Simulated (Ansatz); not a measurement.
Input and output of a self-consistent single point for Zn6Mo (I4mm, 7 atoms in the cell) (Ansatz, a program for electronic structure).

Method: LDA (PW92), default PAW files made with PBE (plane waves; Ansatz).

```yaml
crystal:
  lattice:
    - [0.00000, 3.82516, 3.82516]
    - [3.82516, 0.00000, 3.82516]
    - [3.82516, 3.82516, 0.00000]
  atoms:
    - { symbol: Zn, position: [0.50000, 0.50000, 0.00000] }
    - { symbol: Zn, position: [0.00000, 0.00000, 0.50000] }
    - { symbol: Zn, position: [0.00000, 0.50000, 0.50000] }
    - { symbol: Zn, position: [0.50000, 0.00000, 0.00000] }
    - { symbol: Zn, position: [0.50000, 0.00000, 0.50000] }
    - { symbol: Zn, position: [0.00000, 0.50000, 0.00000] }
    - { symbol: Mo, position: [0.00654, 0.00654, 0.99346] }
```

Reference input (self-consistent single point, DFT, LDA (PW92), plane waves, default PAW files made with PBE): basis.ecutwfc = 420 eV; kpoints.mp_grid.grid = 6 6 6; hamiltonian.xc = lda; hamiltonian.pseudopotentials = {kind: paw} (the program's default PAW files); scf.occupations.method = fermi_dirac; scf.occupations.width = 0.1 eV. This run's input differs from it in these lines:

Ansatz 0.2 input:
```diff
@@ -16,3 +16,3 @@
 kpoints:
-  mp_grid: { grid: [6, 6, 6] }
+  mp_grid: { grid: [10, 10, 10] }
 hamiltonian:
@@ -21,3 +21,3 @@
 scf:
-  occupations: { method: fermi_dirac, width: 0.1 }
+  occupations: { method: fermi_dirac, width: 0.05 }
 output:
```

Output (repeated stretches shortened):

```
SCF iter   1: F=—  HF=-24320.420861 eV  |F-HF|=—  |Δ(HF+E_count)|=         —  Δρ=1.23e-2  dr2=2.99e-1  ethr=1.77e-3  ⟨swp⟩=7.6  Hψ=22597  notcnv=0  defer=27
all-band conjugate gradients solve this SCF's bands
preconditioner: auto → LDOS
SCF iter   2: F=—  HF=-24320.411889 eV  |F-HF|=—  |Δ(HF+E_count)|=   8.97e-3  Δρ=1.04e-2  dr2=6.38e-2  ethr=3.48e-4  ⟨swp⟩=2.0  Hψ=10651  notcnv=0  defer=280
   [... lines left out ...]
SCF iter   5: F=—  HF=-24320.379569 eV  |F-HF|=—  |Δ(HF+E_count)|=   1.52e-4  Δρ=2.81e-4  dr2=8.60e-5  ethr=2.13e-6  ⟨swp⟩=2.0  Hψ=5345  notcnv=0  defer=280
SCF iter   6: F=—  HF=-24320.379566 eV  |F-HF|=—  |Δ(HF+E_count)|=   2.93e-6  Δρ=7.62e-5  dr2=8.45e-6  ethr=1.00e-7  ⟨swp⟩=2.4  Hψ=9323  notcnv=0  defer=280
SCF iter   7: F=—  HF=-24320.379563 eV  |F-HF|=—  |Δ(HF+E_count)|=   2.28e-6  Δρ=1.92e-5  dr2=2.93e-7  ethr=9.82e-9  ⟨swp⟩=2.0  Hψ=9330  notcnv=0  defer=280
SCF iter   8: F=-24320.379563 eV  HF=-24320.379563 eV  |F-HF|=1.20e-7  |Δ(HF+E_count)|=   6.02e-9  Δρ=1.16e-5  dr2=9.00e-8  ethr=1.16e-10  ⟨swp⟩=10.8  Hψ=28927  notcnv=0
SCF 1 converged in 8 iterations: F = -24320.379563 eV  dr2 = 9.00e-8
Free energy (F): -24320.379563 eV
Internal energy: -24320.343212 eV  (E = F + TS)
E sigma→0 (E₀):  -24320.361388 eV
Entropy (-TS):   -0.036351 eV (-5.193 meV/atom)
Fermi energy:    10.411852 eV
--- Forces (eV/Å), atoms counted from 1 ---
  atom   1  Zn     0.00000000     0.00000000     0.03902938
  atom   2  Zn     0.00000000    -0.00000000     0.03902938
  atom   3  Zn     0.00000000    -0.07355668     0.12760049
  atom   4  Zn     0.00000000     0.07355668     0.12760049
  atom   5  Zn    -0.07355668     0.00000000     0.12760049
  atom   6  Zn     0.07355668     0.00000000     0.12760049
  atom   7  Mo    -0.00000000     0.00000000    -0.58840235
--- Stress (GPa, compression-positive) ---
       -6.588809       0.000000       0.000000
        0.000000      -6.588809       0.000000
        0.000000       0.000000      -6.589586
  P = ⅓ Tr σ = -6.5891 GPa (-65.891 kbar)
  The stress holds the Pulay correction. Without it, at fixed plane waves, as pw.x and ABINIT print it: P = -6.6382 GPa
```

The run converged in 8 iterations. Against the reference run the free energy goes up by 8.3 meV/atom, the pressure moves little (-6.61 to -6.59 GPa) and the largest force stays at 0.588 eV/Å.

The starting cell comes from a database of computed structures (which also holds hypothetical and non-ambient phases and stackings), without a prior relaxation at this level. Its lattice was rescaled by up to half a per cent. One atom was moved a little off its site on purpose. Spin polarisation is off. With a pressure of about -7 GPa the cell is away from its equilibrium volume at this level. Ansatz's pressure includes its estimate of the finite-basis (Pulay) stress.

Cost on one core of a shared machine: roughly 50 s.
